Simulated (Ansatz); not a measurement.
## MgTe: pressure series

Start from MgTe in the zinc blende structure (space group F-43m, No. 216; a = 6.368 Å).

Cell and atoms are relaxed at each pressure.

The values are results of DFT with LDA, PAW potentials and a 420 eV plane-wave cutoff in Ansatz (a quantum-chemistry and plane-wave program), scalar-relativistic without spin-orbit coupling, not measurements.

```
pressure (GPa)  volume per atom (Å³/atom)
--------------  -------------------------
-1                                 33.192
0                                  32.280
0.9                                     ?
2.1                                30.745
4.5                                29.355
9                                  27.377
15                                 25.472
22.5                               23.733
30                                 22.411
```

Question: Fit the third-order Birch–Murnaghan form P(V) = (3B₀/2)[(V₀/V)^(7/3) − (V₀/V)^(5/3)]·[1 + (3/4)(B₀′ − 4)((V₀/V)^(2/3) − 1)] (squares taken in P) to the rows shown and predict the withheld row.

Answer: Least squares on the printed values gives V₀ = 32.287 Å³/atom, B₀ = 39.0 GPa, B₀′ = 4.1; this predicts 31.583 Å³/atom, and the run gives 31.589 Å³/atom, 0.006 higher.

Load acts through the strain it causes; cell and atoms are relaxed under it. No phonon test of stability was made. Tetrahedral semiconductors of this kind turn to denser phases somewhere between about 1 and 50 GPa; those were not computed, so compressed cells here can lie past the real transition.
